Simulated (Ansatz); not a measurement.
Partial pair distribution functions of a relaxed model of amorphous Ti₂₀O₄₁Li₂, broadened by 0.06 Å; density 3.56 g/cm³. Method: PBE, scalar-relativistic without spin-orbit coupling (plane waves to 420 eV, PAW; Ansatz, a first-principles code).

It comes from a melt-quench run on a machine-learned potential (CHGNet), relaxed afterwards by DFT. O atoms were pushed apart under 1.9 Å during the dynamics, to hinder bonds among them. The hot cell started wider than the set density and was brought back towards it in steps. It is the lowest in DFT energy of 2 quenches. It is a model cell: composition and starting density were chosen by hand, and all elements were melted together. No dispersion term was used. Its density started from a set value of 3.56 and ended at 3.56 g/cm³. Cooling (nominally 300 K/ps over its main leg) ran many orders faster than in experiment, which tends to leave more defects and strain. A cell of this size samples the disorder only roughly. The volume was held where the preparation left it and the shape relaxed, at a PBE pressure of 3.2 GPa. Stress components on the final sampling reach 3.2 GPa. On a 2×2×2 Γ-centred mesh force components of up to 0.18 eV/Å stay, since the relaxation ran on the zone centre alone.

```csv
r (Å),g Ti-O,g O-Li,g Ti-Ti,g O-O
1.55,0.00,0.00,0.00,0.00
1.65,0.18,0.00,0.00,0.00
1.75,2.89,0.15,0.00,0.00
1.85,7.15,1.81,0.00,0.00
1.95,5.59,3.65,0.00,0.00
2.05,3.10,3.56,0.00,0.00
2.15,1.48,2.53,0.00,0.00
2.25,0.45,2.28,0.00,0.02
2.35,0.19,1.30,0.00,0.31
2.45,0.09,0.08,0.00,0.93
2.55,0.02,0.00,0.00,1.39
2.65,0.04,0.10,0.00,2.70
2.75,0.14,0.62,0.02,3.30
2.85,0.26,0.39,0.43,2.87
2.95,0.26,0.95,1.67,2.22
3.05,0.43,0.54,1.96,1.80
3.15,0.30,0.20,1.63,1.33
3.25,0.39,0.68,2.20,0.86
3.35,0.77,1.14,1.85,0.50
3.45,0.95,0.96,2.85,0.43
3.55,0.86,0.69,3.21,0.57
3.65,1.05,1.70,2.14,0.69
3.75,1.36,1.10,1.01,0.77
3.85,1.50,0.56,0.63,0.70
3.95,1.20,0.60,0.26,0.83
4.05,1.03,0.76,0.35,0.57
4.15,1.10,0.65,0.60,0.39
4.25,1.37,1.68,0.54,0.54
4.35,1.61,1.78,0.57,0.60
4.45,1.63,2.24,0.80,0.75
4.55,1.39,1.49,0.73,1.04
```

Within 2.52 Å each Ti has 5.35 O neighbours on average.
